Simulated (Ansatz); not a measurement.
Amorphous Hf$_{18}$O$_{39}$Lu$_{2}$, 59 atoms at 9.05 g/cm³, one PBE-relaxed geometry, zone centre. Methods: PBE, scalar-relativistic without spin-orbit coupling (Ansatz, a quantum-chemistry and plane-wave program); r2SCAN, scalar-relativistic without spin-orbit coupling (Ansatz); HSE06, scalar-relativistic without spin-orbit coupling (Ansatz). Plane waves to 420 eV (r2SCAN 500 eV); exact exchange is cut at the cell's faces. At PBE the levels at the filled edge of the gap are localised (band-tail or defect states). All rungs ran without spin polarisation.

Preparation: random packing, a CHGNet melt and quench, and a DFT relaxation. O atoms were pushed apart under 1.9 Å during the dynamics, to hinder bonds among them. The hot cell started wider than the set density and was brought back towards it in steps. It is the lowest in DFT energy of 2 quenches. It is a model cell: composition and starting density were chosen by hand, and all elements were melted together. No dispersion term was used. Its density started from a set value of 9.04 and ended at 9.05 g/cm³. The quench (nominally 380 K/ps over its main leg) was far faster than any real one, so the model tends to hold more defects than a real film. Values belong to this one cell and scatter from quench to quench. The volume was held where the preparation left it and the shape relaxed, at a PBE pressure of 0.0 GPa.

The relaxation ran on the zone centre alone. At PBE the level gap is 3.95 eV on a 2×2×2 Γ-centred mesh, and the spacing at the zone centre alone 3.96 eV.

Task: What zone-centre spacing does r2SCAN give, roughly?

Result: 4.43 eV (+0.47 eV against PBE).

Task: What zone-centre spacing does HSE06 give, roughly?

Result: 5.59 eV (+1.63 eV against PBE).

The highest filled and the lowest empty state spread over these numbers of atoms (participation numbers): PBE: 4.0 and 23.1; r2SCAN: 4.0 and 20.6; HSE06: 4.0 and 26.9.
